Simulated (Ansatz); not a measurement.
We consider rock-salt NaH, described by PBE-D3(BJ) (Ansatz, a quantum-chemistry and plane-wave program, plane waves, PAW).

Run with plane-wave cutoff 520 eV, 12×12×12 k mesh, Fermi–Dirac smearing 0.01 eV, scalar-relativistic PAW data made under PBE.

Properties against volume:

```tsv
V (Å³/atom)	P (GPa)	direct gap at Γ (eV)	smallest gap on the k mesh (eV)
12.355	1.76	15.642	3.992
12.618	1.10	15.376	3.954
12.880	0.51	15.120	3.918
13.143	-0.04	14.872	3.883
13.406	-0.53	14.633	3.849
13.669	-0.98	14.401	3.816
13.932	-1.39	14.177	3.784
```

The fundamental gap (3.89 eV at the equilibrium volume, with added k points) lies elsewhere than Γ–Γ.
